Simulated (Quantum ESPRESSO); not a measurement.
The steps of a band-structure calculation for Pt3Pb (Pm-3m, 4 atoms in the cell) with Quantum ESPRESSO.

Computed with PBEsol, GBRV 1.5 ultrasoft (PBESOL) pseudopotentials (plane waves; Quantum ESPRESSO).

Step 1 (scf):

```fortran
&control
  calculation = 'scf'
  prefix = 'scf'
  outdir = './out'
  pseudo_dir = './'
  verbosity = 'high'
  tprnfor = .true.
  tstress = .true.
/
&system
  ibrav = 1
  A = 4.0385220000
  nat = 4
  ntyp = 2
  ecutwfc = 40
  ecutrho = 320
  occupations = 'smearing'
  smearing = 'mp'
  degauss = 0.0036749
  nbnd = 43
/
&electrons
  conv_thr = 1.0d-10
/
ATOMIC_SPECIES
Pt   195.0840  pt_pbesol_v1.4.uspp.F.UPF
Pb   207.2000  pb_pbesol_v1.uspp.F.UPF
ATOMIC_POSITIONS crystal
Pt    0.0000000000    0.5000000000    0.5000000000
Pt    0.5000000000    0.0000000000    0.5000000000
Pt    0.5000000000    0.5000000000    0.0000000000
Pb    0.0000000000    0.0000000000    0.0000000000
K_POINTS automatic
8 8 8  1 1 1
```

Step 2 (bands):

```fortran
&control
  calculation = 'bands'
  prefix = 'scf'
  outdir = './out'
  pseudo_dir = './'
  verbosity = 'high'
/
&system
  ibrav = 1
  A = 4.0385220000
  nat = 4
  ntyp = 2
  ecutwfc = 40
  ecutrho = 320
  occupations = 'smearing'
  smearing = 'mp'
  degauss = 0.0036749
  nbnd = 43
/
&electrons
  conv_thr = 1.0d-10
  startingwfc = 'random'
  diago_thr_init = 1.0d-6
  diagonalization = 'cg'
/
ATOMIC_SPECIES
Pt   195.0840  pt_pbesol_v1.4.uspp.F.UPF
Pb   207.2000  pb_pbesol_v1.uspp.F.UPF
ATOMIC_POSITIONS crystal
Pt    0.0000000000    0.5000000000    0.5000000000
Pt    0.5000000000    0.0000000000    0.5000000000
Pt    0.5000000000    0.5000000000    0.0000000000
Pb    0.0000000000    0.0000000000    0.0000000000
K_POINTS crystal_b
8
  0.00000000   0.00000000   0.00000000   8  ! G
  0.00000000   0.50000000   0.00000000   8  ! X
  0.50000000   0.50000000   0.00000000  11  ! M
  0.00000000   0.00000000   0.00000000  13  ! G
  0.50000000   0.50000000   0.50000000  11  ! R
  0.00000000   0.50000000   0.00000000   1  ! X
  0.50000000   0.50000000   0.00000000   8  ! M
  0.50000000   0.50000000   0.50000000   1  ! R
```

Step 3 (bands.x):

```fortran
&bands
  prefix = 'scf'
  outdir = './out'
  filband = 'bands.dat'
  lsym = .false.
/
```

Output of bands (abridged):

```
     Atomic positions and unit cell read from directory:
     ./out/scf.save/
     G-vector sticks info
     --------------------
     sticks:   dense  smooth     PW     G-vecs:    dense   smooth      PW
     Sum        1481     749    233                43003    15275    2601

     bravais-lattice index     =            1
     lattice parameter (alat)  =       7.6317  a.u.
     unit-cell volume          =     444.4920 (a.u.)^3
   [... lines left out ...]

     Smooth grid:    15275 G-vectors     FFT dimensions: (  32,  32,  32)

     The potential is recalculated from file :
     ./out/scf.save/charge-density

     negative rho (up, down):  5.417E-01 0.000E+00

     Band Structure Calculation
     CG style diagonalization

     ethr =  1.00E-06,  avg # of iterations = 36.0

     End of band structure calculation

          k = 0.0000 0.0000 0.0000 (  1935 PWs)   bands (ev):

   -31.7056 -31.7056 -31.7056 -31.5864 -31.5864 -31.5864 -31.4604 -31.4604
   -31.4604   3.6719   3.6719   3.7328   3.7328   3.7328   8.4328  14.0189
    15.6809  15.6809  15.6809  15.7333  15.7333  18.6554  18.6555  18.6555
    19.8704  19.8704  19.9736  19.9736  19.9736  20.6442  21.1701  21.1701
    21.1702  22.7179  27.2851  27.2851  28.8002  28.9192  28.9192  28.9192
    30.5880  30.5880  30.5880

          k = 0.0000 0.0625 0.0000 (  1899 PWs)   bands (ev):

   -31.7043 -31.7043 -31.7035 -31.5868 -31.5868 -31.5865 -31.4625 -31.4612
   -31.4612   3.6739   3.6767   3.7332   3.7346   3.7346   8.4750  14.0458
    15.6880  15.6908  15.6926  15.6926  15.7677  18.5225  18.5225  18.6384
    19.5771  19.8668  19.9506  20.0131  20.0131  20.6023  21.1703  21.2656
    21.2656  22.9318  27.2026  27.2624  28.8022  28.9575  28.9575  29.1497
    30.4686  30.5925  30.5925

   [... 59 blocks of this kind left out ...]
```

Output of bands.x (abridged):

```
     Reading xml data from directory:

     ./out/scf.save/

     G-vector sticks info
     --------------------
     sticks:   dense  smooth     PW     G-vecs:    dense   smooth      PW
     Sum        1481     749    233                43003    15275    2601

     negative rho (up, down):  5.417E-01 0.000E+00
     Reading collected, re-writing distributed wavefunctions
     high-symmetry point:  0.0000 0.0000 0.0000   x coordinate   0.0000
     high-symmetry point:  0.0000 0.5000 0.0000   x coordinate   0.5000
     high-symmetry point:  0.5000 0.5000 0.0000   x coordinate   1.0000
     high-symmetry point:  0.0000 0.0000 0.0000   x coordinate   1.7071
     high-symmetry point:  0.5000 0.5000 0.5000   x coordinate   2.5731
     high-symmetry point:  0.0000 0.5000 0.0000   x coordinate   3.2802
     high-symmetry point:  0.5000 0.5000 0.0000   x coordinate   3.2802
     high-symmetry point:  0.5000 0.5000 0.5000   x coordinate   3.7802

     Plottable bands (eV) written to file bands.dat.gnu
     Bands written to file bands.dat

   JOB DONE.
```

The starting cell comes from a database of published, mostly measured structures (it also holds non-ambient and calculated ones), without a prior relaxation at this level. Its lattice was rescaled by a random factor within 2.5 % of one. Spin-orbit coupling is off. Spin polarisation is off.
